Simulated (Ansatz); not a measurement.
Ansatz (a first-principles code) run on PPd₃ (Pnma, 16 atoms in the cell): self-consistent single point.

Method: PBEsol, default PAW files made with PBE (plane waves; Ansatz).

```xyz
16
Lattice="5.9710 0.0000 0.0000 0.0000 7.4450 0.0000 0.0000 0.0000 5.1660" Properties=species:S:1:pos:R:3 pbc="T T T"
Pd     0.1576     1.8613     4.4944
Pd     2.8279     5.5838     1.9114
Pd     3.1431     1.8613     3.2546
Pd     5.8134     5.5838     0.6716
P      5.2748     1.8613     2.3505
P      3.6817     5.5838     4.9335
P      2.2893     1.8613     0.2325
P      0.6962     5.5838     2.8155
Pd     1.0527     0.4735     1.7425
Pd     1.9328     6.9715     4.3255
Pd     4.0382     3.2490     0.8405
Pd     4.9183     4.1960     3.4235
Pd     4.9183     6.9715     3.4235
Pd     4.0382     0.4735     0.8405
Pd     1.9328     4.1960     4.3255
Pd     1.0527     3.2490     1.7425
```

Reference input (self-consistent single point, DFT, PBEsol, plane waves, default PAW files made with PBE): kpoints.mp_grid.grid = 6 5 7; hamiltonian.xc = pbesol; hamiltonian.pseudopotentials = {kind: paw} (the program's default PAW files); scf.occupations.method = cold; scf.occupations.width = 0.05 eV. This run's input differs from it in these lines:

Ansatz 0.2 input:
```diff
@@ -24,3 +24,4 @@
   mp_grid:
-    grid: [6, 5, 7]
+    grid: [6, 5, 6]
+    shift: [0.5, 0.5, 0.5]
 hamiltonian:
```

Output, abridged:

```
SCF iter   1: F=—  HF=-85848.547235 eV  |F-HF|=—  |Δ(HF+E_count)|=         —  Δρ=9.47e-3  dr2=1.75e-1  ethr=1.77e-3  ⟨swp⟩=6.0  Hψ=14816  notcnv=0  defer=16
all-band conjugate gradients solve this SCF's bands
preconditioner: auto → Kerker (q_TF=auto, 2.741 Å⁻¹)
SCF iter   2: F=—  HF=-85848.509297 eV  |F-HF|=—  |Δ(HF+E_count)|=   3.79e-2  S|Δr|=    0.00e0  Δρ=4.03e-3  dr2=3.22e-2  ethr=7.41e-5  ⟨swp⟩=3.0  Hψ=6477  notcnv=0  defer=454
   [... lines left out ...]
SCF iter   5: F=—  HF=-85848.500856 eV  |F-HF|=—  |Δ(HF+E_count)|=   3.79e-5  S|Δr|=    0.00e0  Δρ=4.16e-5  dr2=5.13e-6  ethr=5.45e-8  ⟨swp⟩=2.0  Hψ=5265  notcnv=0  defer=454
SCF iter   6: F=—  HF=-85848.500479 eV  |F-HF|=—  |Δ(HF+E_count)|=   3.77e-4  S|Δr|=    0.00e0  Δρ=8.98e-6  dr2=2.01e-7  ethr=2.17e-9  ⟨swp⟩=2.0  Hψ=5160  notcnv=0  defer=454
SCF iter   7: F=-85848.500479 eV  HF=-85848.500479 eV  |F-HF|=1.35e-8  |Δ(HF+E_count)|=   3.88e-8  S|Δr|=    0.00e0  Δρ=2.84e-6  dr2=2.21e-8  ethr=4.24e-11  ⟨swp⟩=9.9  Hψ=16788  notcnv=0
SCF 1 converged in 7 iterations: F = -85848.500479 eV  dr2 = 2.21e-8
Stability not checked (fill_not_monotonic)
Free energy (F): -85848.500479 eV
Internal energy: -85848.499419 eV  (E = F + TS)
E sigma→0 (E₀):  -85848.500126 eV
Entropy (-TS):   -0.001060 eV (-0.066 meV/atom)
Fermi energy:    18.625450 eV
--- Forces (eV/Å), atoms counted from 1 ---
  atom   1  Pd     0.08095618    -0.00000000    -0.00777235
  atom   2  Pd    -0.08095618     0.00000000    -0.00777235
  atom   3  Pd     0.08095618    -0.00000000     0.00777235
  atom   4  Pd    -0.08095618     0.00000000     0.00777235
   [... lines left out ...]
  atom  16  Pd    -0.01198830     0.12732280     0.00248585
--- Stress (GPa, compression-positive) ---
       -0.843059      -0.000000       0.000000
       -0.000000      -0.943827      -0.000000
        0.000000      -0.000000      -1.321077
  P = ⅓ Tr σ = -1.0360 GPa (-10.360 kbar)
  The stress holds the Pulay correction. Without it, at fixed plane waves, as pw.x and ABINIT print it: P = -1.0902 GPa
```

The run converged in 7 iterations. Against the reference run the free energy stays essentially unchanged (within 1 meV/atom), the pressure moves little (-0.99 to -1.04 GPa) and the largest force goes from 0.212 to 0.199 eV/Å.

The starting cell comes from a database of published, mostly measured structures (it also holds non-ambient and calculated ones), without a prior relaxation at this level. Spin polarisation is off. Ansatz's pressure includes its estimate of the finite-basis (Pulay) stress.

Cost on one core of a shared machine: roughly 40 s.
